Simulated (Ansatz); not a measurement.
# A computed series for AlP: element substitutions

Start from AlP in the zinc blende structure (space group F-43m, No. 216; a = 5.470 Å).

Each row replaces one element on all its sites; cell and atoms are relaxed.

All numbers come from PBEsol (Ansatz, a program for electronic structure; PAW; 420 eV plane waves; no SOC), earlier PAW set.

Candidates:
(a) P → Hg
(b) Al → Bi
(c) P → C
(d) Al → Na

For the base:

- Lattice parameter a: 5.470 Å

Problem. Order them by lattice parameter a, highest first.

Solution. (b) Al → Bi (6.407 Å), (d) Al → Na (6.330 Å), (a) P → Hg (6.024 Å), (c) P → C (4.629 Å)

Whether these cells are dynamically stable was not tested. As relaxed here, AlHg, BiP, AlC and NaP are hypothetical phases, not in the database extracts checked. The final runs are not spin-polarised. An odd electron count without spin: AlHg and AlC.
